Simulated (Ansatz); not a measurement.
**Response to strain in Rh**

The parent structure is Rh in the fcc (Cu type) structure (space group Fm-3m, No. 225; a = 3.802 Å; relaxed with 0.1 eV smearing). Axes: x, y, z lie along the cube axes.

Strains are applied to the cell and any free atomic positions relax; under biaxial strain the out-of-plane vector relaxes too.

The values are results of r2SCAN (Ansatz, a program for electronic structure; PAW; 500 eV plane waves; no SOC), not measurements.

Notes on the quantities. energy relative to the base: free energy F.

| biaxial strain, plane normal [001], relaxed out of plane (%) | energy relative to the base (meV/atom) |
|---|---|
| -3 | 39.6 |
| -2.5 | 27.0 |
| -2 | 17.0 |
| -1.5 | ? |
| -1 | 4.1 |
| -0.5 | 1.0 |
| 0 | 0.0 |

**Question.** Fit ΔE = Aε² + Bε³ (ε in %) to the rows shown and predict the withheld row.

**Answer.** Least squares on the printed values gives A = 3.94 and B = -0.15 meV/atom (largest residual 0.0 meV/atom); this predicts 9.4 meV/atom, and the run gives 9.4 meV/atom, in agreement.

Whether these cells are dynamically stable was not tested. All final runs are without spin polarisation.
